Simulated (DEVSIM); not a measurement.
Structure: isotype n-n heterojunction GaP/Si, at 300 K.

Layer 1 from the left is GaP, thickness (μm) 0.470, Nd (cm⁻³) 1.6e17, τn (s) 1.5e-6, τp (s) 1.5e-6. Layer 2 from the left is Si, thickness (μm) 0.400, Nd (cm⁻³) 6.4e17, τn (s) 1.5e-6, τp (s) 1.5e-6.

Left contact: ohmic. Right contact: ohmic. Voltage is applied to the left contact. Recombination: SRH at mid-gap. Mobility is μmin + (μ − μmin)/(1 + (N/Nref)^α).

Constants are typed, rounded textbook-type inputs, not results; the design itself was drawn at random and stands for no fabricated device. Values at 300 K.

GaP: gap (eV) 2.26, affinity (eV) 3.8, permittivity 11.1, Nc (cm⁻³) 1.8e19, Nv (cm⁻³) 1.9e19, μn (cm²/Vs) 250, μp (cm²/Vs) 150, μn,min 10, μp,min 10, Nref,n 4.4e18, Nref,p 1e18, αn 0.8, αp 0.85. Si: gap (eV) 1.124, affinity (eV) 4.05, permittivity 11.7, Nc (cm⁻³) 2.86e19, Nv (cm⁻³) 3.1e19, μn (cm²/Vs) 1417, μp (cm²/Vs) 470, μn,min 52, μp,min 45, Nref,n 9.7e16, Nref,p 2.2e17, αn 0.68, αp 0.72.

Simulated with DEVSIM: 1D drift-diffusion, Boltzmann statistics, complete ionisation; no tunnelling, impact ionisation, image-force lowering or self-heating. Band offsets follow the typed affinities; no thermionic-emission limit at abrupt steps, no polarisation charge.

Q: What does the simulation give for the potential step across the device at zero bias?

A: potential step across the device at zero bias 0.226 V.
